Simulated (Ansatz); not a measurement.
Base system: SiC in the zinc blende structure (space group F-43m, No. 216; a = 4.329 Å). Axes: x, y, z lie along the cube axes.

Level of theory: LDA (Ansatz, a first-principles code; PAW; 420 eV plane waves; spin-orbit coupling left out).

Perturbation: a pure shear with ε_xy = ε_yx = 0.0200, atoms relaxed at fixed cell.

Question: Predict the stress tensor and what it implies for the stiffness.

Answer: Stress of the strained cell less that of the base (GPa, compression positive):
```
   0.35  -10.09    0.00
 -10.09    0.35    0.00
   0.00    0.00   -0.03
```

Then −Δσ/γ with γ = 2ε = 0.0400 gives secant stiffness values (nonlinear terms included at this strain): C66 ≈ 252 GPa.

As a check, the harmonic strain energy −½ V₀ Δσ:ε is 13 meV/atom; the computed energy rise is 13 meV/atom.

Whether these cells are dynamically stable was not tested.
